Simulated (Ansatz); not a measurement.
Worked example: self-consistent single point of Y2Ir (Fd-3m, 6 atoms in the cell) in Ansatz (a quantum-chemistry and plane-wave program).

Level of theory: PBEsol, default PAW files made with PBE (plane waves; Ansatz).

```yaml
crystal:
  lattice:
    - [0.00000, 4.75873, 4.75873]
    - [4.75873, 0.00000, 4.75873]
    - [4.75873, 4.75873, 0.00000]
  atoms:
    - { symbol: Y, position: [0.12500, 0.12500, 0.12500] }
    - { symbol: Y, position: [0.62500, 0.12500, 0.12500] }
    - { symbol: Y, position: [0.12500, 0.62500, 0.12500] }
    - { symbol: Y, position: [0.12500, 0.12500, 0.62500] }
    - { symbol: Ir, position: [0.75000, 0.75000, 0.75000] }
    - { symbol: Ir, position: [0.50000, 0.50000, 0.50000] }
```

Reference input (self-consistent single point, DFT, PBEsol, plane waves, default PAW files made with PBE): basis.ecutwfc = 420 eV; kpoints.mp_grid.grid = 6 6 6; hamiltonian.xc = pbesol; hamiltonian.pseudopotentials = {kind: paw} (the program's default PAW files); scf.occupations.method = cold; scf.occupations.width = 0.1 eV. This run's input differs from it in these lines:

Ansatz 0.2 input:
```diff
@@ -14,3 +14,3 @@
 basis:
-  ecutwfc: 420.0
+  ecutwfc: 250.0
 kpoints:
```

Log, with long lists cut:

```
SCF iter   1: F=—  HF=-38765.077465 eV  |F-HF|=—  |Δ(HF+E_count)|=         —  Δρ=2.10e-2  dr2=1.15e0  ethr=1.77e-3  ⟨swp⟩=5.9  Hψ=2587  notcnv=0
all-band conjugate gradients solve this SCF's bands
preconditioner: auto → Kerker (q_TF=auto, 2.303 Å⁻¹)
SCF iter   2: F=—  HF=-38764.971229 eV  |F-HF|=—  |Δ(HF+E_count)|=   1.06e-1  S|Δr|=    0.00e0  Δρ=9.97e-3  dr2=2.42e-1  ethr=1.48e-3  ⟨swp⟩=1.1  Hψ=882  notcnv=0
   [... lines left out ...]
SCF iter   6: F=—  HF=-38764.954264 eV  |F-HF|=—  |Δ(HF+E_count)|=   4.93e-5  S|Δr|=    0.00e0  Δρ=1.48e-4  dr2=9.37e-5  ethr=1.05e-6  ⟨swp⟩=1.0  Hψ=741  notcnv=0  defer=3
SCF iter   7: F=—  HF=-38764.954268 eV  |F-HF|=—  |Δ(HF+E_count)|=   4.58e-6  S|Δr|=    0.00e0  Δρ=1.41e-5  dr2=7.70e-7  ethr=1.20e-7  ⟨swp⟩=2.0  Hψ=846  notcnv=0  defer=6
SCF iter   8: F=-38764.954269 eV  HF=-38764.954269 eV  |F-HF|=1.20e-8  |Δ(HF+E_count)|=   2.56e-7  S|Δr|=    0.00e0  Δρ=2.15e-6  dr2=1.83e-8  ethr=1.28e-10  ⟨swp⟩=10.1  Hψ=2741  notcnv=0
SCF 1 converged in 8 iterations: F = -38764.954269 eV  dr2 = 1.83e-8
Stability not checked (fill_not_monotonic)
Free energy (F): -38764.954269 eV
Internal energy: -38764.940129 eV  (E = F + TS)
E sigma→0 (E₀):  -38764.949556 eV
Entropy (-TS):   -0.014139 eV (-2.357 meV/atom)
Fermi energy:    7.685748 eV
--- Forces (eV/Å), atoms counted from 1 ---
  atom   1  Y      0.00000000     0.00000000    -0.00000000
   [... zero for the other atoms too ...]
--- Stress (GPa, compression-positive) ---
      -12.967008      -0.000000       0.000000
        0.000000     -12.967008       0.000000
        0.000000      -0.000000     -12.967008
  P = ⅓ Tr σ = -12.9670 GPa (-129.670 kbar)
  The stress holds the Pulay correction. Without it, at fixed plane waves, as pw.x and ABINIT print it: P = -30.5984 GPa
```

The run converged in 8 iterations. Against the reference run the free energy goes up by 593 meV/atom and the pressure moves little (-13.02 to -12.97 GPa).

The starting cell was generated: these elements placed on a structure prototype, without a prior relaxation; it need not be a known phase or ordering of this composition. Spin polarisation is off. Ansatz's pressure includes its estimate of the finite-basis (Pulay) stress. Without the estimate this run gives -30.60 GPa. The cutoff lies below the one recommended for these files.
